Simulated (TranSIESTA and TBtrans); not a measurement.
Run with TranSIESTA and TBtrans (open boundaries, self-consistent; PseudoDojo norm-conserving potentials, scalar-relativistic): PAO.BasisSize SZP, PAO.EnergyShift 0.15 eV, XC.Authors PBE, Mesh.Cutoff 200 Ry, ElectronicTemperature 300 K, TS.Voltage 0.0 eV, TBT.Elecs.Eta 0.001 eV, no spin polarisation.

System: junction of a Ge chain and a Sn chain. Leads: Ge chain (spacing 2.4 Å) on the left, Sn chain (2.75 Å) on the right. Geometry: as built, not relaxed.

Task: Predict: conductance at 300 K (G0 = 2e²/h); mean T from −0.5 to 0.5 eV.

Result: conductance at 300 K (G0 = 2e²/h): 2.99; mean T from −0.5 to 0.5 eV: 2.98. The straight chain is held at its spacing; free chains may zigzag or dimerise. No spin-polarised start was tried, so a magnetic state, if there is one, is missed.
